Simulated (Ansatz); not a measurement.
Ansatz (a first-principles code) run on Ta (Im-3m, 1 atom in the cell): self-consistent single point.

Method of the run: PBE (plane waves, PAW; Ansatz).

The change in words: lattice scaled by 0.98. Reference geometry:
```xyz
1
Lattice="-1.6779 1.6779 1.6779 1.6779 -1.6779 1.6779 1.6779 1.6779 -1.6779" Properties=species:S:1:pos:R:3 pbc="T T T"
Ta     0.0000     0.0000     0.0000
```

Reference input (self-consistent single point, DFT, PBE, plane waves, default PAW files): kpoints.mp_grid.grid = 18 18 18; hamiltonian.xc = pbe; hamiltonian.pseudopotentials = {kind: paw} (the program's default PAW files); scf.occupations.method = fermi_dirac; scf.occupations.width = 0.136 eV. This run's input differs from it in these lines:

```diff
@@ -2,5 +2,5 @@
   lattice:
-    - [-1.677934, 1.677934, 1.677934]
-    - [1.677934, -1.677934, 1.677934]
-    - [1.677934, 1.677934, -1.677934]
+    - [-1.644375, 1.644375, 1.644375]
+    - [1.644375, -1.644375, 1.644375]
+    - [1.644375, 1.644375, -1.644375]
   atoms:
```

The program printed (abridged):

```
SCF iter   1: F=—  HF=-9932.281615 eV  |F-HF|=—  |Δ(HF+E_count)|=         —  Δρ=2.16e-3  dr2=2.29e-4  ethr=1.77e-3  ⟨swp⟩=5.1  Hψ=11943  notcnv=0
all-band conjugate gradients solve this SCF's bands
preconditioner: auto → none
SCF iter   2: F=—  HF=-9932.281459 eV  |F-HF|=—  |Δ(HF+E_count)|=   1.56e-4  Δρ=9.88e-4  dr2=4.19e-5  ethr=1.76e-6  ⟨swp⟩=2.3  Hψ=4772  notcnv=0
SCF iter   3: F=—  HF=-9932.281526 eV  |F-HF|=—  |Δ(HF+E_count)|=   6.74e-5  Δρ=1.90e-4  dr2=1.49e-6  ethr=3.22e-7  ⟨swp⟩=2.2  Hψ=2619  notcnv=0
   [... lines left out ...]
SCF iter   4: F=-9932.281528 eV  HF=-9932.281528 eV  |F-HF|=1.04e-8  |Δ(HF+E_count)|=   2.13e-6  Δρ=1.56e-5  dr2=1.91e-8  ethr=1.14e-8  ⟨swp⟩=2.3  Hψ=3252  notcnv=0
iter 5 did not close the SCF: its close was put off for the readings that it lacked (scf_convergence_deferred on its scf_iter line)
SCF iter   5: F=-9932.281528 eV  HF=-9932.281528 eV  |F-HF|=3.44e-10  |Δ(HF+E_count)|=   5.13e-9  Δρ=5.33e-6  dr2=1.09e-9  ethr=1.47e-10  ⟨swp⟩=2.7  Hψ=3115  notcnv=0
SCF iter   6: F=-9932.281528 eV  HF=-9932.281528 eV  |F-HF|=0.00e0  |Δ(HF+E_count)|=  2.36e-10  Δρ=2.65e-7  dr2=4.36e-12  ethr=8.40e-12  ⟨swp⟩=1.7  Hψ=6250  notcnv=0
SCF 1 converged in 6 iterations: F = -9932.281528 eV  dr2 = 4.36e-12
Free energy (F): -9932.281528 eV
Internal energy: -9932.204236 eV  (E = F + TS)
E sigma→0 (E₀):  -9932.242882 eV
Entropy (-TS):   -0.077292 eV (-77.292 meV/atom)
Fermi energy:    18.937939 eV
--- Forces (eV/Å), atoms counted from 1 ---
  atom   1  Ta     0.00000000    -0.00000000    -0.00000000
--- Stress (GPa, compression-positive) ---
        6.010063      -0.000000       0.000000
        0.000000       6.010063      -0.000000
       -0.000000       0.000000       6.010063
  P = ⅓ Tr σ = 6.0101 GPa (60.101 kbar)
  The stress holds the Pulay correction. Without it, at fixed plane waves, as pw.x and ABINIT print it: P = 5.9516 GPa
```

The run converged in 6 iterations. Against the reference run the free energy is nearly the same (within 1 meV/atom) and the pressure goes from -5.67 to 6.01 GPa. The full log also holds: “iter 4 did not close the SCF: its close was put off for the readings that it lacked (scf_convergence_deferred on its scf_iter line)”.

The starting cell comes from a database of computed structures (which also holds hypothetical and non-ambient phases and stackings), without a prior relaxation at this level. Its lattice was rescaled by a random factor within 2.5 % of one. For this run, on top of that: lattice scaled by 0.98. Spin polarisation is off. With a pressure of about 6 GPa the cell is away from its equilibrium volume at this level. Ansatz's pressure includes its estimate of the finite-basis (Pulay) stress.

Keys are those of Ansatz 0.2.
